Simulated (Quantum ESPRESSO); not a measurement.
Worked example: self-consistent single point of AlFe (Pm-3m, 2 atoms in the cell) in Quantum ESPRESSO.

Level of theory: PBE, GBRV 1.5 ultrasoft (PBE) pseudopotentials (plane waves; Quantum ESPRESSO).

```xyz
2
Lattice="2.8299 0.0000 0.0000 0.0000 2.8299 0.0000 0.0000 0.0000 2.8299" Properties=species:S:1:pos:R:3 pbc="T T T"
Al     0.0000     0.0000     0.0000
Fe     1.4149     1.4149     1.4149
```
Moments meant for the start (each program seeds them in its own way; μB, in the order of the atoms Al Fe): 0.0 4.0.

Reference input (self-consistent single point, DFT, PBE, plane waves, GBRV 1.5 ultrasoft (PBE) pseudopotentials): ecutwfc = 50 Ry; ecutrho = 400 Ry; occupations = smearing; smearing = cold; degauss = 0.019992 Ry; nspin = 2; potentials = {Al: al_pbe_v1.uspp.F.UPF, Fe: fe_pbe_v1.5.uspp.F.UPF}; K_POINTS = automatic 12 12 12 0 0 0; conv_thr = 1e-11 Ry; mixing_beta = 0.2. This run's input differs from it in these lines:

```diff
@@ -15,4 +15,4 @@
     occupations = 'smearing'
-    smearing = 'cold'
-    degauss = 0.019992
+    smearing = 'gauss'
+    degauss = 0.0073499
     nspin = 2
```

Log, with long lists cut:

```
     Self-consistent Calculation

     iteration #  1     ecut=    50.00 Ry     beta= 0.20

     total energy              =    -256.53896654 Ry
     estimated scf accuracy    <       3.10334971 Ry

     total magnetization       =     1.61 Bohr mag/cell
     absolute magnetization    =     2.03 Bohr mag/cell

     iteration #  2     ecut=    50.00 Ry     beta= 0.20

     total energy              =    -257.04468078 Ry
     estimated scf accuracy    <       0.14103578 Ry

     total magnetization       =     1.95 Bohr mag/cell
     absolute magnetization    =     2.26 Bohr mag/cell

     iteration #  3     ecut=    50.00 Ry     beta= 0.20

   [... lines left out ...]
     absolute magnetization    =     2.25 Bohr mag/cell

   [... 25 blocks of this kind left out ...]

     iteration # 29     ecut=    50.00 Ry     beta= 0.20

     total energy              =    -257.09683554 Ry
     estimated scf accuracy    <          5.9E-11 Ry

     total magnetization       =     0.67 Bohr mag/cell
     absolute magnetization    =     0.76 Bohr mag/cell

     iteration # 30     ecut=    50.00 Ry     beta= 0.20

     Magnetic moment per site  (integrated on atomic sphere of radius R)
     atom   1 (R=0.357)  charge=  1.2891  magn= -0.0245
     atom   2 (R=0.357)  charge= 14.5446  magn=  0.6991
     End of self-consistent calculation

     Number of k-points >= 100: set verbosity='high' to print the bands.

     the Fermi energy is    14.6449 ev

!    total energy              =    -257.09683554 Ry
     estimated scf accuracy    <          7.3E-12 Ry
     smearing contrib. (-TS)   =      -0.00073209 Ry
     internal energy E=F+TS    =    -257.09610346 Ry

     total magnetization       =     0.67 Bohr mag/cell
     absolute magnetization    =     0.76 Bohr mag/cell

     convergence has been achieved in  30 iterations

     Forces acting on atoms (cartesian axes, Ry/au):

     atom    1 type  1   force =     0.00000000    0.00000000    0.00000000
     atom    2 type  2   force =     0.00000000    0.00000000    0.00000000

     Total force =     0.000000     Total SCF correction =     0.000000

          total   stress  (Ry/bohr**3)                   (kbar)     P=       90.75
   0.00061690   0.00000000   0.00000000           90.75        0.00        0.00
   0.00000000   0.00061690   0.00000000            0.00       90.75        0.00
   0.00000000   0.00000000   0.00061690            0.00        0.00       90.75

   JOB DONE.
```

The run converged in 30 iterations. Against the reference run the free energy goes down by 8.4 meV/atom, the pressure goes from 9.21 to 9.07 GPa and the size of the net moment hardly changes (0.36 to 0.34 μB/atom).

The starting cell comes from a database of computed structures (which also holds hypothetical and non-ambient phases and stackings), without a prior relaxation at this level. Its lattice was rescaled by a random factor within 2.5 % of one. The moments shrank to a small part of their start, a low-spin state that need not be the lowest. With a pressure of about 9 GPa the cell is away from its equilibrium volume at this level.

Cost on one core of a shared machine: roughly 40 s.
